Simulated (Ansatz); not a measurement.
**Harmonic thermodynamics of NaI in the rock salt structure**

Per mole of formula units at the relaxed static volume; finite displacements on a 6×6×6 mesh, LDA density-functional theory in Ansatz (plane waves, PAW), k mesh 6×6×6; sums on an interpolated 12×12×12 mesh. Spin-orbit coupling is not included. Zero-point energy 3.49 kJ/mol.

```csv
T (K),F_vib (kJ/mol),S (J/mol/K),C_V (J/mol/K)
100,1.51,44.1,41.6
150,-1.16,61.9,45.8
200,-4.60,75.3,47.5
250,-8.65,86.0,48.3
300,-13.18,94.9,48.8
400,___,___,___
600,-47.34,129.1,49.6
800,-74.65,143.3,49.7
1000,-104.47,154.4,49.8
```

### Question
What belongs in the gaps?

### Answer

- 400, F_vib (kJ/mol): -23.40
- 400, S (J/mol/K): 109.0
- 400, C_V (J/mol/K): 49.3

Whether this phase is the stable one at each condition was not tested.

The PAW data sets were generated under PBE and serve the other functionals too.

Ansatz is a first-principles code.
